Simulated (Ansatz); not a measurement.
We look at the energy of the reaction as written. Reaction: 2/9 cell B + 5/18 O2 (gas) → cell A. A negative value means that the right-hand side lies lower.

Cell A: a slab of TiAl (P4/mmm) cut along (101), 17 atoms, rectangular cell of 2.82 × 9.92 Å (28.0 Å²), symmetry Pm within 0.02 Å, 8.1 Å thick under 16 Å of vacuum, in-plane vectors held at the crystal's; planes from bottom to top: Ti2Al2 × 4 | O, its two faces unlike (dipole correction applied); added, foreign or displaced atoms, above the top plane: O bound to 2 Ti at 1.90 Å and 1 Al at 1.91 Å; spin state with PBE: run without spin, k-point mesh 16×5×1.
```
CELL_PARAMETERS angstrom
      2.82370     0.00000     0.00000
      0.00000     9.91628     0.00000
      0.00000     0.00000    23.99210
ATOMIC_POSITIONS crystal
  Ti 0.50000 0.59774 0.33434
  Al 0.00000 0.34636 0.32981
  Ti 0.50000 0.43992 0.42873
  Al 0.00000 0.18994 0.43117
  Ti 0.50000 0.27816 0.52787
  Al 0.00000 0.02648 0.53007
  Ti 0.50000 0.12201 0.62878
  Al 0.00000 0.86336 0.62366
  Ti 0.50000 0.09958 0.33804
  Al 0.00000 0.84842 0.33036
  Ti 0.50000 0.94021 0.43141
  Al 0.00000 0.68951 0.42739
  Ti 0.50000 0.77447 0.52324
  Al 0.00000 0.52582 0.52420
  Ti 0.50000 0.61209 0.61713
  Al 0.00000 0.37140 0.62817
  O  0.00000 0.20623 0.66906
```

Cell B: a slab of TiAl (P4/mmm) cut along (101), 74 atoms, rectangular cell of 8.47 × 14.87 Å (126.0 Å²), symmetry P1 within 0.02 Å, 8.1 Å thick under 16 Å of vacuum, in-plane vectors held at the crystal's; planes from bottom to top: Ti9Al9 × 4 | O2, its two faces unlike (dipole correction applied); added, foreign or displaced atoms, above the top plane: O bound to 1 Al at 1.91 Å and 2 Ti at 1.93 Å; O bound to 1 Al at 1.90 Å and 2 Ti at 1.93 Å; spin state with PBE: run without spin, k-point mesh 4×3×1.
```yaml
crystal:
  lattice:
    - [8.47111, 0.00000, 0.00000]
    - [0.00000, 14.87441, 0.00000]
    - [0.00000, 0.00000, 23.99210]
  atoms:
    - { symbol: Ti, position: [0.16677, 0.73140, 0.33528] }
    - { symbol: Al, position: [0.00014, 0.56393, 0.33001] }
    - { symbol: Ti, position: [0.16669, 0.62646, 0.42983] }
    - { symbol: Al, position: [0.00063, 0.45945, 0.42999] }
    - { symbol: Ti, position: [0.16656, 0.51955, 0.52745] }
    - { symbol: Al, position: [0.00122, 0.35214, 0.52748] }
    - { symbol: Ti, position: [0.17010, 0.41107, 0.62520] }
    - { symbol: Al, position: [0.00044, 0.24751, 0.62984] }
    - { symbol: Ti, position: [0.16631, 0.06544, 0.33701] }
    - { symbol: Al, position: [0.00016, 0.89801, 0.33017] }
    - { symbol: Ti, position: [0.16632, 0.95987, 0.43088] }
    - { symbol: Al, position: [0.00021, 0.79284, 0.42814] }
    - { symbol: Ti, position: [0.16679, 0.85021, 0.52434] }
    - { symbol: Al, position: [0.99945, 0.68444, 0.52585] }
    - { symbol: Ti, position: [0.16896, 0.74237, 0.61836] }
    - { symbol: Al, position: [0.99674, 0.58086, 0.62434] }
    - { symbol: Ti, position: [0.16682, 0.39835, 0.33704] }
    - { symbol: Al, position: [0.00005, 0.23114, 0.33130] }
    - { symbol: Ti, position: [0.16682, 0.29309, 0.43122] }
    - { symbol: Al, position: [0.99948, 0.12632, 0.43059] }
    - { symbol: Ti, position: [0.16658, 0.18501, 0.52712] }
    - { symbol: Al, position: [0.99963, 0.01789, 0.52885] }
    - { symbol: Ti, position: [0.16334, 0.08049, 0.62479] }
    - { symbol: Al, position: [0.00041, 0.90922, 0.62279] }
    - { symbol: Ti, position: [0.49997, 0.73132, 0.33522] }
    - { symbol: Al, position: [0.33300, 0.56391, 0.33014] }
    - { symbol: Ti, position: [0.50004, 0.62585, 0.42940] }
    - { symbol: Al, position: [0.33292, 0.45972, 0.43040] }
    - { symbol: Ti, position: [0.49969, 0.51954, 0.52725] }
    - { symbol: Al, position: [0.33392, 0.35188, 0.52870] }
    - { symbol: Ti, position: [0.49771, 0.41599, 0.62504] }
    - { symbol: Al, position: [0.33783, 0.24422, 0.62212] }
    - { symbol: Ti, position: [0.49995, 0.06541, 0.33694] }
    - { symbol: Al, position: [0.33333, 0.89800, 0.33039] }
    - { symbol: Ti, position: [0.50017, 0.96029, 0.43096] }
    - { symbol: Al, position: [0.33408, 0.79277, 0.42853] }
    - { symbol: Ti, position: [0.50021, 0.85211, 0.52560] }
    - { symbol: Al, position: [0.33400, 0.68499, 0.52535] }
    - { symbol: Ti, position: [0.49835, 0.74323, 0.61903] }
    - { symbol: Al, position: [0.33250, 0.58086, 0.63042] }
    - { symbol: Ti, position: [0.49963, 0.39858, 0.33703] }
    - { symbol: Al, position: [0.33319, 0.23114, 0.33101] }
    - { symbol: Ti, position: [0.49978, 0.29283, 0.43091] }
    - { symbol: Al, position: [0.33251, 0.12613, 0.42986] }
    - { symbol: Ti, position: [0.50040, 0.18258, 0.52486] }
    - { symbol: Al, position: [0.33206, 0.01766, 0.52813] }
    - { symbol: Ti, position: [0.50077, 0.07910, 0.62093] }
    - { symbol: Al, position: [0.33179, 0.91279, 0.62581] }
    - { symbol: Ti, position: [0.83330, 0.73157, 0.33516] }
    - { symbol: Al, position: [0.66677, 0.56392, 0.32990] }
    - { symbol: Ti, position: [0.83301, 0.62642, 0.42942] }
    - { symbol: Al, position: [0.66620, 0.45951, 0.42977] }
    - { symbol: Ti, position: [0.83298, 0.51789, 0.52530] }
    - { symbol: Al, position: [0.66516, 0.35180, 0.52786] }
    - { symbol: Ti, position: [0.83425, 0.41109, 0.62065] }
    - { symbol: Al, position: [0.66204, 0.24798, 0.62504] }
    - { symbol: Ti, position: [0.83360, 0.06547, 0.33696] }
    - { symbol: Al, position: [0.66649, 0.89805, 0.33035] }
    - { symbol: Ti, position: [0.83361, 0.95944, 0.43065] }
    - { symbol: Al, position: [0.66573, 0.79286, 0.42834] }
    - { symbol: Ti, position: [0.83313, 0.85000, 0.52424] }
    - { symbol: Al, position: [0.66626, 0.68467, 0.52580] }
    - { symbol: Ti, position: [0.83226, 0.74635, 0.61895] }
    - { symbol: Al, position: [0.67048, 0.58054, 0.62463] }
    - { symbol: Ti, position: [0.83339, 0.39836, 0.33698] }
    - { symbol: Al, position: [0.66660, 0.23119, 0.33107] }
    - { symbol: Ti, position: [0.83321, 0.29331, 0.43106] }
    - { symbol: Al, position: [0.66796, 0.12610, 0.42994] }
    - { symbol: Ti, position: [0.83321, 0.18631, 0.52793] }
    - { symbol: Al, position: [0.66854, 0.01781, 0.52805] }
    - { symbol: Ti, position: [0.83607, 0.08143, 0.62496] }
    - { symbol: Al, position: [0.66823, 0.91308, 0.62583] }
    - { symbol: O, position: [0.00085, 0.13584, 0.66930] }
    - { symbol: O, position: [0.33157, 0.46912, 0.66910] }
```

Reference: an isolated O2 molecule (triplet) in a box of 11 × 11 × 13 Å.

Computed with Ansatz (plane waves, PAW), its default PAW set, cutoff 420 eV, 500 eV for r2SCAN. The structures are at rest with PBE, within the held lattices; other levels are single points on them. Neutral cells; Fermi-Dirac smearing of at most 0.10 eV in the solids, energies taken to zero width. The lattices are those relaxed with PBE, so at other levels the solids can be strained, which adds to the spread. Larger cells are relaxed from a start prepared with the learned potential CHGNet, on a coarser mesh till forces fall under 0.03 eV/Å, which some starts already meet. A dispersion term (D3(BJ), or D4 for r2SCAN) was computed beside these levels and is taken off wherever the name lacks it. The PAW files were made for PBE and serve at the other functionals too. Space groups of crystals are read within 0.01 Å. Nuclei at rest; no vibrational terms. No structure search was made; lower ones may exist. Values are for these cell sizes. The cells' k-point meshes differ in density, so the last digit is unsettled. Cell A has symmetry Pm within 0.02 Å and got no random move, so less symmetric positions, which may lie lower, weren't tried.

Question: What is the computed value (PBE)?

Answer: -2.72 eV, for 2/9 cell B + 5/18 O2 (gas) → cell A.

Question: How does the value move with the functional?

Answer: 
```tsv
Functional	value (eV)	less PBE
r2SCAN	-2.92	-0.20
```

The levels shown span 0.20 eV, from r2SCAN (-2.92) to PBE (-2.72).

Ansatz is a program for electronic structure.
